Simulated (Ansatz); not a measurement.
**Response to strain in hypothetical zinc blende NaI**

Base system: NaI in the zinc blende structure (space group F-43m, No. 216; a hypothetical phase, not in the database extracts checked).

```xyz
2
Lattice="0.0000 3.5817 3.5817 3.5817 0.0000 3.5817 3.5817 3.5817 0.0000" Properties=species:S:1:pos:R:3 pbc="T T T"
I      5.3726     5.3726     5.3726
Na     0.0000     0.0000     0.0000
```

Cartesian axes are those of the cell as printed.

Strains are applied to the cell and any free atomic positions relax; under biaxial strain the out-of-plane vector relaxes too.

Levels (all Ansatz, a program for electronic structure, PAW): PBE (420 eV, no SOC); r2SCAN (500 eV, no SOC).

The base cell above is that of PBE; each level relaxes its own structures.

```json
[
 {"case": "biaxial strain +2.26 %, plane normal [001], relaxed out of plane", "shift of the gap caused by the change, PBE": "-0.05 eV", "shift of the gap caused by the change, r2SCAN": "-0.05 eV"},
 {"case": "isotropic strain −2.22 %", "shift of the gap caused by the change, PBE": "+0.11 eV", "shift of the gap caused by the change, r2SCAN": "+0.12 eV"},
 {"case": "isotropic strain −1.35 %", "shift of the gap caused by the change, PBE": "+0.07 eV", "shift of the gap caused by the change, r2SCAN": "+0.07 eV"},
 {"case": "uniaxial strain ε_xx = +0.20 %", "shift of the gap caused by the change, PBE": "0.00 eV", "shift of the gap caused by the change, r2SCAN": "0.00 eV"},
 {"case": "uniaxial strain ε_yy = −1.58 %", "shift of the gap caused by the change, PBE": "+0.01 eV", "shift of the gap caused by the change, r2SCAN": "?"},
 {"case": "uniaxial strain ε_yy = +2.23 %", "shift of the gap caused by the change, PBE": "-0.05 eV", "shift of the gap caused by the change, r2SCAN": "?"},
 {"case": "uniaxial strain ε_zz = −1.42 %", "shift of the gap caused by the change, PBE": "+0.01 eV", "shift of the gap caused by the change, r2SCAN": "?"},
 {"case": "tensor shear ε_yz = −0.70 %", "shift of the gap caused by the change, PBE": "-0.02 eV", "shift of the gap caused by the change, r2SCAN": "?"},
 {"case": "strain tensor (xx, yy, zz, yz, xz, xy) = (−0.89, +0.58, +0.04, +1.20, +0.10, −0.02) %", "shift of the gap caused by the change, PBE": "-0.03 eV", "shift of the gap caused by the change, r2SCAN": "-0.03 eV"}
]
```

Question: What belongs in the blanks?

Answer: 
- uniaxial strain ε_yy = −1.58 %, shift of the gap caused by the change, r2SCAN: +0.02 eV
- uniaxial strain ε_yy = +2.23 %, shift of the gap caused by the change, r2SCAN: -0.05 eV
- uniaxial strain ε_zz = −1.42 %, shift of the gap caused by the change, r2SCAN: +0.01 eV
- tensor shear ε_yz = −0.70 %, shift of the gap caused by the change, r2SCAN: -0.02 eV

The two levels differ by at most about 0.02 eV. Near ties aside, they put the cases in the same order.

Spin-orbit coupling, missing from the scalar runs, can matter with I. Whether these cells are dynamically stable was not tested.
